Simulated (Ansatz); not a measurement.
# Cu3N: pressure series

Base system: Cu₃N (space group Pm-3m, No. 221).

```yaml
crystal:
  lattice:
    - [3.76491, 0.00000, 0.00000]
    - [0.00000, 3.76491, 0.00000]
    - [0.00000, 0.00000, 3.76491]
  atoms:
    - { symbol: N, position: [0.00000, 0.00000, 0.00000] }
    - { symbol: Cu, position: [0.50000, 0.00000, 0.00000] }
    - { symbol: Cu, position: [0.00000, 0.00000, 0.50000] }
    - { symbol: Cu, position: [0.00000, 0.50000, 0.00000] }
```

Cell and atoms are relaxed at each pressure.

Calculations: PBEsol/PAW in Ansatz (a quantum-chemistry and plane-wave program), spin-orbit coupling left out.

```json
[
 {"pressure (GPa)": "-2", "volume per atom (Å³/atom)": "13.549"},
 {"pressure (GPa)": "-1", "volume per atom (Å³/atom)": "?"},
 {"pressure (GPa)": "0", "volume per atom (Å³/atom)": "13.341"},
 {"pressure (GPa)": "0.9", "volume per atom (Å³/atom)": "13.254"},
 {"pressure (GPa)": "2.1", "volume per atom (Å³/atom)": "13.141"},
 {"pressure (GPa)": "4.5", "volume per atom (Å³/atom)": "12.931"},
 {"pressure (GPa)": "15", "volume per atom (Å³/atom)": "12.185"},
 {"pressure (GPa)": "22.5", "volume per atom (Å³/atom)": "11.770"},
 {"pressure (GPa)": "30", "volume per atom (Å³/atom)": "11.418"}
]
```

Q: Fit the third-order Birch–Murnaghan form P(V) = (3B₀/2)[(V₀/V)^(7/3) − (V₀/V)^(5/3)]·[1 + (3/4)(B₀′ − 4)((V₀/V)^(2/3) − 1)] (squares taken in P) to the rows shown and predict the withheld row.

A: Least squares on the printed values gives V₀ = 13.341 Å³/atom, B₀ = 134 GPa, B₀′ = 4.6; this predicts 13.443 Å³/atom, and the run gives 13.441 Å³/atom, 0.002 lower.

Load acts through the strain it causes; cell and atoms are relaxed under it. No phonon test of stability was made. Competing high-pressure phases were not computed. The final runs are not spin-polarised.
